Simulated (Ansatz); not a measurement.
C11b WSi₂, treated with PBE-D4 (plane waves, PAW; Ansatz, an electronic-structure program).

Settings: plane-wave cutoff 500 eV, 18×18×18 k mesh, Fermi–Dirac smearing 0.05 eV, no spin polarisation, scalar-relativistic PAW data made under PBE.

Computed at the level's own relaxed cell.

**Question.** Give the computed equilibrium volume per atom, lattice constant a and c axis length.

**Answer.** 
- equilibrium volume per atom: 13.30 Å³/atom
- lattice constant a: 3.197 Å
- c axis length: 7.807 Å

Measured, for comparison: lattice constant a 3.214 Å, lattice parameter c 7.831 Å (temperature not stated, not corrected to a static lattice; as tabulated in Pavlosiuk et al. (2022), arXiv:2202.05362). Computed (rounded) less measured: lattice constant a -0.5 %, lattice parameter c -0.3 %. A static lattice is as a rule a little smaller and stiffer than an uncorrected measurement, which narrows the difference in the lattice constant a, lattice parameter c and would widen misses of the other sign.

Spin–orbit coupling is not included.

The computed numbers hold no vibrational or temperature effects.

Cost on a shared machine: around 2.3 core-minutes (rough).
